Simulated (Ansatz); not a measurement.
## NbAgO3, response to strain

The reference is NbAgO$_{3}$ in the cubic perovskite structure (space group Pm-3m, No. 221; a cell from a computed database, its experimental status unchecked).

```
CELL_PARAMETERS angstrom
      3.94989     0.00000     0.00000
      0.00000     3.94989     0.00000
      0.00000     0.00000     3.94989
ATOMIC_POSITIONS crystal
  Nb 0.00000 0.00000 0.00000
  Ag 0.50000 0.50000 0.50000
  O  0.50000 0.00000 0.00000
  O  0.00000 0.50000 0.00000
  O  0.00000 0.00000 0.50000
```

Cartesian axes are those of the cell as printed.

Strains are applied to the cell and any free atomic positions relax; under biaxial strain the out-of-plane vector relaxes too.

Levels (all Ansatz, a quantum-chemistry and plane-wave program, PAW): PBEsol (420 eV, scalar-relativistic without spin-orbit coupling); HSE06 (420 eV, no SOC).

Band gaps by level, all at the geometries relaxed with PBEsol:

```json
[
 {"case": "base", "PBEsol": "1.40 eV", "HSE06": "2.73 eV"},
 {"case": "biaxial strain +0.28 %, plane normal [001], relaxed out of plane", "PBEsol": "1.39 eV", "HSE06": "(withheld)"},
 {"case": "biaxial strain +1.18 %, plane normal [001], relaxed out of plane", "PBEsol": "1.35 eV", "HSE06": "2.65 eV"},
 {"case": "isotropic strain −5.83 %", "PBEsol": "1.57 eV", "HSE06": "(withheld)"},
 {"case": "uniaxial strain ε_xx = +0.81 %", "PBEsol": "1.38 eV", "HSE06": "2.70 eV"}
]
```

Q: Complete the table.

A: 
- biaxial strain +0.28 %, plane normal [001], relaxed out of plane, HSE06: 2.71 eV
- isotropic strain −5.83 %, HSE06: 3.03 eV

Single points use the geometry relaxed with PBEsol. HSE06 was sampled on its mesh, a few special points and the semilocal edge points, so its gap is an upper bound. Stability against distortions was not tested. Many cubic perovskites are stable only at high temperature; tilts and polar distortions were not tested.
